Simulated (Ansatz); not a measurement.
Functionals compared on Cl on the 1x1 (0001) surface of corundum (cut with top plane Al), one in a 1x1 cell, started at the site 'top O', in Ansatz (plane waves, PAW). The structure was relaxed with PBE; the other rows are single points on it, each with its references at the same level. Cutoff 420 eV (500 eV for r2SCAN). The points keep PBE's geometry, so the relaxation of a polaron and the settling of charge on one site are left out. HSE06 used the coarser mesh 4x4x1.

Host crystal: corundum, with a band gap (PBE, scalar-relativistic without spin-orbit coupling).

Model: 21-atom slab, 6.7 Å thick at the start under the adsorbate (thin: gaps and levels are the slab's own), 6x6x1 mesh, Fermi-Dirac 0.01 eV, dipole correction, 9 atoms held, the rest relaxed; no symmetry held; spin-polarised, ending with about 1.0 μB a cell, a value that depends on the mesh; orders that need a larger cell were not tried, no spin-orbit, no U, no dispersion correction. The slab shows no gap over 0.04 eV on its mesh. It is one chosen start, not shown to be the lowest state of the adsorbate. These notes are the PBE run's. r2SCAN: The program's check for a lower electronic state was not made. HSE06: The program's check for a lower electronic state was not made. Adsorption energies are against ½ Cl2(g). A negative adsorption energy means that the adsorbate is more stable on the surface than in its reference.

```csv
functional,adsorption energy (eV)
PBE,-0.30
RPBE,-0.32
r2SCAN,…
HSE06,0.46
```

Task: Complete the blanks.

Result: 
- r2SCAN, adsorption energy (eV): -0.27

Ansatz is an electronic-structure program.
